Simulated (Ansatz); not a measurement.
Abridged Ansatz (a quantum-chemistry and plane-wave program) output:

```
Relaxation: its limit of steps is 50 (relax.max_steps)
Pseudopotential: K, paw, valence charge 9
Pseudopotential: Br, paw, valence charge 7
Crystal: 2 atoms, lattice volume = 65.087 Å³
Basis set: ecut = 420 eV, 1243 PW (Γ), exchange–correlation on 64×64×64 points (8 copies of the dense FFT grid, shifted against one another)
Bands: 12, of which v1, the nominal top of the filled ones, is band 8 counted from 1 (7 counted from 0)
Symmetry: 48 space group operations
k-points: 35 of 729
Functional: x = pbesol(κ = 0.804, μ = 0.12345679012345678), c = pbesol(β = 0.046)
SCF iter   1: F=—  HF=-4255.964367 eV  |F-HF|=—  |Δ(HF+E_count)|=         —  Δρ=2.20e-3  dr2=3.24e-3  ethr=1.77e-3  ⟨swp⟩=6.4  Hψ=2805  notcnv=0
SCF iter   2: F=—  HF=-4255.962889 eV  |F-HF|=—  |Δ(HF+E_count)|=   1.48e-3  Δρ=8.60e-4  dr2=3.41e-4  ethr=2.02e-5  ⟨swp⟩=2.5  Hψ=1052  notcnv=0
SCF 1 converged in 8 iterations: F = -4255.962876 eV  dr2 = 1.56e-11
relax step   1: F+E_penalty+E_count = -4255.96287605 eV  Δ(F+E_penalty+E_count) = +0.000e0 eV  max|allowed force component| = 2.301e-30 eV/Å  Δτ_max = 0.0000 Å  (8 SCF iters, accepted)
SCF converged after 8 iterations
Free energy (F): -4255.962876 eV
Internal energy: -4255.962876 eV  (E = F + TS)
E sigma→0 (E₀):  -4255.962876 eV
Fermi energy:    4.036177 eV
--- Forces (eV/Å), atoms counted from 1 ---
  atom   1  K     -0.00000000     0.00000000    -0.00000000
  atom   2  Br     0.00000000     0.00000000     0.00000000
--- Stress (GPa, compression-positive) ---
        1.424255       0.000000      -0.000000
        0.000000       1.424255       0.000000
        0.000000      -0.000000       1.424255
  P = ⅓ Tr σ = 1.4243 GPa (14.243 kbar)
--- Relaxed structure (1 steps of the walk, 1 accepted, 0 SCFs on fresh bases) ---
  atoms:
    - { symbol: K, position: [0.0, 0.0, 0.0] }
    - { symbol: Br, position: [0.5, 0.5, 0.5] }
```

Task: What was computed, and what are the main results?

Result: KBr, 2 atoms in the cell, with PBEsol (Ansatz, PAW, no spin-orbit coupling). The last SCF converged to F = -4255.962876 eV, or -2127.9814 eV per atom, at a pressure of 1.42 GPa. The total energy compares only with runs of the same code, potentials and settings.

The cells carry an imposed strain or load. No phonon test of stability was made. The cell was made from KBr in the rock salt structure (space group Fm-3m, No. 225) by this change: isotropic strain −2.50 %.

Keys are those of Ansatz 0.2.
